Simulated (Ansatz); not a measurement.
We consider ErSi (Cmcm, No. 63), described by r²SCAN (PAW; Ansatz, an electronic-structure program).

Run with plane-wave cutoff 500 eV, 10×10×10 k mesh, Fermi–Dirac smearing 0.05 eV, spin-polarised start, scalar-relativistic PAW data made under PBE.

Computed at the level's own relaxed cell.

Predict the volume per atom.


volume per atom: 20.86 Å³/atom

Note: the magnetic order was assumed, not searched for or taken from measurement; the 4f shell is treated without U or exact exchange, so its levels and filling can be wrong.

Spin–orbit coupling is not included.

Static lattice: no zero-point or thermal effects.

The result took very roughly 18 core-minutes.
